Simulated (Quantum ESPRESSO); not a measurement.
Input and output of a self-consistent single point for ZnHg3 (Fm-3m, 4 atoms in the cell) (Quantum ESPRESSO).

Method: LDA (PZ), GBRV 1.5 ultrasoft (LDA) pseudopotentials (plane waves; Quantum ESPRESSO 7.5).

```
CELL_PARAMETERS angstrom
      0.00000     3.67772     3.67772
      3.67772     0.00000     3.67772
      3.67772     3.67772     0.00000
ATOMIC_POSITIONS crystal
  Zn 0.00000 0.00000 0.00000
  Hg 0.25000 0.25000 0.25000
  Hg 0.75000 0.75000 0.75000
  Hg 0.50000 0.50000 0.50000
```

Reference input (self-consistent single point, DFT, PBEsol, plane waves, GBRV 1.5 ultrasoft (PBESOL) pseudopotentials): ecutwfc = 50 Ry; ecutrho = 250 Ry; occupations = smearing; smearing = gaussian; degauss = 0.0147 Ry; potentials = {Zn: zn_pbesol_v1.uspp.F.UPF, Hg: hg_pbesol_v1.uspp.F.UPF}; K_POINTS = automatic 8 8 8 0 0 0; conv_thr = 1e-10 Ry. This run's input differs from it in these lines:

```diff
@@ -23,4 +23,4 @@
 ATOMIC_SPECIES
-Zn    65.3800  zn_pbesol_v1.uspp.F.UPF
-Hg   200.5920  hg_pbesol_v1.uspp.F.UPF
+Zn    65.3800  zn_lda_v1.uspp.F.UPF
+Hg   200.5920  hg_lda_v1.uspp.F.UPF
 ATOMIC_POSITIONS {crystal}
```

Output, abridged:

```
     Self-consistent Calculation

     iteration #  1     ecut=    50.00 Ry     beta= 0.70

     Threshold (ethr) on eigenvalues was too large:
     Diagonalizing with lowered threshold

     total energy              =    -783.70912104 Ry
     estimated scf accuracy    <       0.04070183 Ry

     iteration #  2     ecut=    50.00 Ry     beta= 0.70

     total energy              =    -783.71734184 Ry
     estimated scf accuracy    <       0.02847644 Ry

     iteration #  3     ecut=    50.00 Ry     beta= 0.70

     total energy              =    -783.72363004 Ry
     estimated scf accuracy    <       0.00026604 Ry

   [... 6 blocks of this kind left out ...]

     iteration # 10     ecut=    50.00 Ry     beta= 0.70

     total energy              =    -783.72368319 Ry
     estimated scf accuracy    <          3.7E-10 Ry

     iteration # 11     ecut=    50.00 Ry     beta= 0.70
     End of self-consistent calculation

     the Fermi energy is     9.0037 ev

!    total energy              =    -783.72368319 Ry
     estimated scf accuracy    <          1.4E-12 Ry
     smearing contrib. (-TS)   =      -0.00096712 Ry
     internal energy E=F+TS    =    -783.72271607 Ry

     convergence has been achieved in  11 iterations

     Forces acting on atoms (cartesian axes, Ry/au):

     atom    1 type  1   force =    -0.00000000   -0.00000000    0.00000000
   [... zero for the other atoms too ...]

     Total force =     0.000000     Total SCF correction =     0.000000

          total   stress  (Ry/bohr**3)                   (kbar)     P=      -59.97
  -0.00040767  -0.00000000   0.00000000          -59.97       -0.00        0.00
  -0.00000000  -0.00040767  -0.00000000           -0.00      -59.97       -0.00
   0.00000000  -0.00000000  -0.00040767            0.00       -0.00      -59.97

   JOB DONE.
```

The run converged in 11 iterations. Against the reference run the pressure goes from -4.05 to -6.00 GPa.

The starting cell comes from a database of computed structures (which also holds hypothetical and non-ambient phases and stackings), without a prior relaxation at this level. Its lattice was rescaled by a random factor within 2.5 % of one. With a pressure of about -6 GPa the cell is away from its equilibrium volume at this level.

Cost on one core of a shared machine: roughly 60 s.
